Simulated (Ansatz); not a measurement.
The starting structures come from a database of crystals and need not be the phases stable at ambient conditions.

**Evanescent states of LiNbSe2 (P6_3/mmc, not sure to be the ambient phase, 8 atoms a cell, 18.3 Å³ an atom) along the normal of (001)**

These are r2SCAN (plane waves, PAW; Ansatz, a program for electronic structure) values and carry that method's errors.

The gap is the functional's own. No spin-orbit coupling. Mid-gap values are interpolated on the energy grid.

Energies count from the valence-band top; κ is the least over a 12×12 mesh across the current.

```csv
E (eV),κ (1/Å),where
0.03,0.077,Γ
0.09,0.134,Γ
0.15,0.176,Γ
0.21,___,Γ
0.27,___,off Γ
0.33,___,off Γ
0.39,___,off Γ
0.45,___,off Γ
0.51,___,off Γ
0.57,___,off Γ
0.63,0.116,off Γ
0.69,0.086,off Γ
0.75,0.025,off Γ
```

### Question
Some entries are withheld; supply them.

### Answer

- 0.21, κ (1/Å): 0.211
- 0.27, κ (1/Å): 0.203
- 0.33, κ (1/Å): 0.194
- 0.39, κ (1/Å): 0.183
- 0.45, κ (1/Å): 0.171
- 0.51, κ (1/Å): 0.156
- 0.57, κ (1/Å): 0.138
